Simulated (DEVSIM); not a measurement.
System: Al/HfO2/SiO2/n-Si capacitor, at 300 K.

Layer 1 from the left is HfO2, thickness (nm) 2.60. Layer 2 from the left is SiO2, thickness (nm) 0.560. Layer 3 from the left is Si, thickness (nm) 920, Nd (cm⁻³) 3.9e17.

Metal gate on the left, work function 4.1 eV. Fixed charge at the semiconductor interface 8.8e11 cm⁻² (in units of +e); interface traps 2.8e10 cm⁻² eV⁻¹, uniform in energy, neutral level at 0.5 of the gap above the valence band.

Constants are typed, rounded textbook-type inputs, not results; the design itself was drawn at random and stands for no fabricated device. Values at 300 K.

HfO2: gap (eV) 5.7, affinity (eV) 2.5, permittivity 22. SiO2: gap (eV) 9, affinity (eV) 0.9, permittivity 3.9. Si: gap (eV) 1.124, affinity (eV) 4.05, permittivity 11.7, Nc (cm⁻³) 2.86e19, Nv (cm⁻³) 3.1e19.

Simulated with DEVSIM: 1D Poisson equation in equilibrium, Boltzmann statistics, complete ionisation; no quantum confinement or tunnelling. Metal contacts follow the ideal Schottky-Mott rule: no Fermi-level pinning, no interface dipoles.

Q: What does the simulation give for the flat-band voltage, the minimum of the low-frequency capacitance?

A: flat-band voltage -0.10 V; minimum of the low-frequency capacitance 0.201 μF/cm².
